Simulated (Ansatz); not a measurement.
# BBi (model structure, Fm-3m, No. 225, 2 atoms in the cell): properties by level of theory

```tsv
level (code)	lattice constant a (Å)	cohesive energy (eV/atom)
LDA (Ansatz)	5.169	4.13
PBE (Ansatz)	…	…
PBEsol (Ansatz)	5.207	…
PBE-D3(BJ) (Ansatz)	5.208	3.57
r²SCAN (Ansatz)	5.256	3.00
r²SCAN+rVV10 (Ansatz)	…	3.22
```

Problem. Fill in the missing entries.

Solution. 
- PBE (Ansatz, a quantum-chemistry and plane-wave program), lattice constant a (Å): 5.276
- PBE (Ansatz), cohesive energy (eV/atom): 3.19
- PBEsol (Ansatz), cohesive energy (eV/atom): 3.64
- r²SCAN+rVV10 (Ansatz), lattice constant a (Å): 5.235

Ansatz's density-functional and Hartree–Fock values are scalar-relativistic unless marked +SOC, with PAW data made under PBE.

Free atoms are spin-polarised, in the lowest state found; at levels without +SOC their spin–orbit coupling is left out.

Computed values are for the static lattice.

A model structure was made by putting elements into a prototype or built by hand; it is no filed structure, need not be a known phase, and can be a saddle point held by its symmetry.
